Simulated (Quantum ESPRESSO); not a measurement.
Quantum ESPRESSO run on ZnNi₃Sb₂ (P-3m1, 6 atoms in the cell): self-consistent single point.

Method: PBEsol, PSlibrary PAW (PBE) pseudopotentials (plane waves; Quantum ESPRESSO).

The change in words: lattice scaled by 1.03. Reference geometry:
```
ZnNi3Sb2
1.0
    4.15135     0.00000     0.00000
   -2.07567     3.59517     0.00000
    0.00000     0.00000     6.35925
Zn Ni Sb
1 3 2
Direct
  0.00000   0.00000   0.00000
  0.00000   0.00000   0.50000
  0.33333   0.66667   0.89170
  0.66667   0.33333   0.10830
  0.33333   0.66667   0.30210
  0.66667   0.33333   0.69790
```

Reference input (self-consistent single point, DFT, PBEsol, plane waves, PSlibrary PAW (PBE) pseudopotentials): ecutwfc = 50 Ry; ecutrho = 300 Ry; occupations = smearing; smearing = gaussian; degauss = 0.0073499 Ry; input_dft = pbesol; K_POINTS = automatic 8 8 4 0 0 0; conv_thr = 1e-10 Ry; mixing_beta = 0.5. This run's input differs from it in these lines:

```diff
@@ -28,12 +28,12 @@
 CELL_PARAMETERS {angstrom}
-   4.1513491767     0.0000000000     0.0000000000
-  -2.0756745883     3.5951738470     0.0000000000
-   0.0000000000     0.0000000000     6.3592530000
+   4.2758892900     0.0000000000     0.0000000000
+  -2.1379446450     3.7030287489     0.0000000000
+   0.0000000000     0.0000000000     6.5500310000
 ATOMIC_POSITIONS {alat}
 Zn    0.0000000000    0.0000000000    0.0000000000
-Ni    0.0000000000    0.0000000000    0.7659260555
-Ni    0.0000000000    0.5773502692    1.3659525274
-Ni    0.5000000000    0.2886751346    0.1658995836
-Sb    0.0000000000    0.5773502692    0.4627725228
-Sb    0.5000000000    0.2886751346    1.0690795883
+Ni    0.0000000000    0.0000000000    0.7659261683
+Ni    0.0000000000    0.5773502692    1.3659527286
+Ni    0.5000000000    0.2886751346    0.1658996081
+Sb    0.0000000000    0.5773502692    0.4627725909
+Sb    0.5000000000    0.2886751346    1.0690797457
 K_POINTS {automatic}
```

Output, abridged:

```
     Self-consistent Calculation

     iteration #  1     ecut=    50.00 Ry     beta= 0.50

     total energy              =   -1472.98263861 Ry
     estimated scf accuracy    <       2.51678027 Ry

     iteration #  2     ecut=    50.00 Ry     beta= 0.50

     total energy              =   -1470.78446374 Ry
     estimated scf accuracy    <      41.02554768 Ry

     iteration #  3     ecut=    50.00 Ry     beta= 0.50

     total energy              =   -1473.22966715 Ry
     estimated scf accuracy    <      34.66640025 Ry

   [... 11 blocks of this kind left out ...]

     iteration # 15     ecut=    50.00 Ry     beta= 0.50

     total energy              =   -1474.49261809 Ry
     estimated scf accuracy    <          1.5E-10 Ry

     iteration # 16     ecut=    50.00 Ry     beta= 0.50
     End of self-consistent calculation

     the Fermi energy is     9.7473 ev

!    total energy              =   -1474.49261809 Ry
     estimated scf accuracy    <          4.0E-11 Ry
     smearing contrib. (-TS)   =      -0.00158576 Ry
     internal energy E=F+TS    =   -1474.49103233 Ry

     convergence has been achieved in  16 iterations

     Forces acting on atoms (cartesian axes, Ry/au):

     atom    1 type  1   force =     0.00000000   -0.00000000    0.00000000
     atom    2 type  2   force =     0.00000000   -0.00000000    0.00000000
     atom    3 type  2   force =    -0.00000000   -0.00000000    0.01597293
     atom    4 type  2   force =     0.00000000    0.00000000   -0.01597293
     atom    5 type  3   force =     0.00000000   -0.00000000   -0.01234415
     atom    6 type  3   force =     0.00000000    0.00000000    0.01234415

     Total force =     0.028549     Total SCF correction =     0.000007

          total   stress  (Ry/bohr**3)                   (kbar)     P=     -134.74
  -0.00095183  -0.00000000   0.00000000         -140.02       -0.00        0.00
  -0.00000000  -0.00095183  -0.00000000           -0.00     -140.02       -0.00
   0.00000000  -0.00000000  -0.00084412            0.00       -0.00     -124.17

   JOB DONE.
```

The run converged in 16 iterations. Against the reference run the free energy rises by 85.2 meV/atom, the pressure goes from -5.97 to -13.47 GPa and the largest force goes from 0.167 to 0.411 eV/Å. The full log also holds: “c_bands:  1 eigenvalues not converged”.

The starting cell comes from a database of computed structures (which also holds hypothetical and non-ambient phases and stackings), without a prior relaxation at this level. Its lattice was rescaled by a random factor within 2.5 % of one. For this run, on top of that: lattice scaled by 1.03. Spin-orbit coupling is off. Spin polarisation is off.

Cost on one core of a shared machine: roughly 4 min.
